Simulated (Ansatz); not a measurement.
The parent structure is KTaO₃ in the cubic perovskite structure (space group Pm-3m, No. 221).

```yaml
crystal:
  lattice:
    - [4.02436, 0.00000, 0.00000]
    - [0.00000, 4.02436, 0.00000]
    - [0.00000, 0.00000, 4.02436]
  atoms:
    - { symbol: K, position: [0.00000, 0.00000, 0.00000] }
    - { symbol: Ta, position: [0.50000, 0.50000, 0.50000] }
    - { symbol: O, position: [0.50000, 0.00000, 0.50000] }
    - { symbol: O, position: [0.00000, 0.50000, 0.50000] }
    - { symbol: O, position: [0.50000, 0.50000, 0.00000] }
```

Cartesian axes are those of the cell as printed.

The values are results of Ansatz (an electronic-structure program), PBE, PAW, cutoff 420 eV, scalar-relativistic without spin-orbit coupling, not measurements.

The change: every lattice vector is shortened by 2.40 %; the atoms relax in the strained cell.

Problem. Predict the stress tensor and what it implies for the stiffness.

Solution. Stress of the strained cell less that of the base (GPa, compression positive):
```
  16.14    0.00    0.00
   0.00   16.14    0.00
   0.00    0.00   16.14
```

Then B = −ΔP/(ΔV/V₀) with ΔV/V₀ = -0.0703 gives secant stiffness values (nonlinear terms included at this strain): B ≈ 230 GPa.

As a check, the harmonic strain energy −½ V₀ Δσ:ε is 47 meV/atom; the computed energy rise is 43 meV/atom.

No phonon test of stability was made.
